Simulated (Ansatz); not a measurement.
# What tensor shear ε_xy = +0.86 % does to Ca

Start from Ca in the fcc (Cu type) structure (space group Fm-3m, No. 225; a = 5.456 Å; relaxed with 0.1 eV smearing). Axes: x, y, z lie along the cube axes.

Perturbation: tensor shear ε_xy = +0.86 % (engineering shear γ = 0.0172); the atoms relax in the strained cell.

Level of theory: PBEsol (Ansatz, a first-principles code; PAW; 420 eV plane waves; no spin-orbit coupling). Γ-centred 21×21×21 mesh, Fermi–Dirac width 0.1 eV.

The volume per atom stays 40.60 Å³ and the space group becomes Immm (No. 71) (base: Fm-3m (No. 225)). The shortest interatomic distance decreases by 0.033 Å to 3.825 Å and the energy grows by 0.6 meV/atom. The pressure (mean of the normal stresses, compression positive) is still 0.0 GPa and the band gap is still zero. The stress (xx, yy, zz, yz, xz, xy; compression positive) amounts to (0.0, 0.0, 0.0, 0.0, 0.0, -0.3) GPa.

Whether these cells are dynamically stable was not tested.
